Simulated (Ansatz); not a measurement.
Base system: ZnSe in the zinc blende structure (space group F-43m, No. 216; a = 5.6655 Å).

All numbers come from r2SCAN in Ansatz (plane waves to 500 eV, PAW, no spin-orbit coupling).

Base values:

The band gap is 1.87 eV. The lattice parameter a is 566.5 pm and the width of the top valence band is 2.71 eV.

One thing is altered: a hydrostatic pressure of 1.5 GPa.

### Question
How does this affect the band gap?

### Answer
The band gap increases by 0.09 eV, from 1.87 eV to 1.96 eV.

### Question
What happens to the lattice parameter a?

### Answer
The lattice parameter a drops by 4.1 pm, from 566.5 pm to 562.4 pm.

### Question
What happens to the width of the top valence band?

### Answer
The width of the top valence band increases by 0.11 eV to 2.82 eV.

Load acts through the strain it causes; cell and atoms are relaxed under it. Stability against distortions was not tested.

Ansatz is an electronic-structure program.
